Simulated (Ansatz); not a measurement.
Formation energy of the localised charge states of N on the O site + O vacancy in metastable polar orthorhombic HfO2 (start: the O(2) site; O(1) 2.55 Å away; 96-site cell, 2×2×2 shifted sampling) against the Fermi level, Hf-rich (Δμ(O) = -5.15 eV, Δμ(N) = -3.31 eV, bounded by rock-salt HfN; only phases computed here count, gases as isolated molecules at 0 K). All values below come from PBE, PAW (plane waves to 420 eV; Ansatz, an electronic-structure program).

Charges with a result: +1, 0. Others weren't obtained, and one of them could lie lower, also by skipping a charge.

Set-up: 96-site cell; 2×2×2 shifted k-points; host gap 4.36 eV; charged states image-corrected; no spin–orbit coupling; energies good to tenths of an eV; flagged in the runs: a host whose relaxation on this sampling wasn't shown to rest, a strain field that reaches the edge of the cell.

| E_F − E_VBM (eV) | q = +1 | q = 0 |
|---|---|---|
| 0.00 | -1.00 | 1.95 |
| 0.55 | -0.45 | 1.95 |
| 1.09 | 0.09 | 1.95 |
| 1.64 | 0.64 | 1.95 |
| 2.18 | 1.18 | 1.95 |
| 2.73 | 1.73 | 1.95 |
| 3.27 | 2.28 | 1.95 |
| 3.82 | 2.82 | 1.95 |
| 4.36 | 3.37 | 1.95 |

Crossings of the lowest lines: (+1/0) at 2.95 eV.
